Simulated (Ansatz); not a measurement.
**SrO, response to strain**

Base system: SrO in the rock salt structure (space group Fm-3m, No. 225; a = 5.195 Å).

Strains are applied to the cell and any free atomic positions relax.

Computed with Kohn–Sham DFT with the PBE functional, run in Ansatz (an electronic-structure program) with PAW and 420 eV plane waves, no spin-orbit coupling.

Notes on the quantities. energy relative to the base: free energy F.

```tsv
isotropic strain (%)	energy relative to the base (meV/atom)
-4.77	112.4
0	0.0
1.33	7.0
1.63	10.5
2.6	?
4.38	68.8
```

Fit ΔE = Aε² + Bε³ (ε in %) to the rows shown and predict the withheld row.

Least squares on the printed values gives A = 4.23 and B = -0.15 meV/atom (largest residual 0.1 meV/atom); this predicts 26.0 meV/atom, and the run gives 25.7 meV/atom, 0.3 lower.

No phonon test of stability was made.
